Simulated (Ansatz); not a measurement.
Start from WSe2 (space group P6_3/mmc, No. 194; a = 3.300 Å, c = 13.147 Å; layered, stacked along the Cartesian z axis).

All numbers come from r2SCAN+rVV10/PAW in Ansatz (an electronic-structure program), no SOC, earlier PAW set.

Before the change:

The gap between the host's bands is 1.12 eV.

Perturbation: hole doping at 1.0×10^22 cm⁻³ (1.24 per cell), with a uniform compensating background at fixed cell and a 300 K Fermi–Dirac width.

Q: What happens to the Fermi level from band edge?

A: The Fermi level relative to the doped band's edge (positive inside the band; to 0.05 eV) amounts to +0.90 eV.

Q: What happens to the gap between the host's bands?

A: The gap between the host's bands increases by 0.04 eV, from 1.12 eV to 1.16 eV.

Charged cell with a jellium background: band edges are those of the host's band count, energies are not comparable with the neutral cell, and many-body gap narrowing is missing. Spin-orbit coupling, missing from the scalar runs, can matter with W. No phonon test of stability was made.
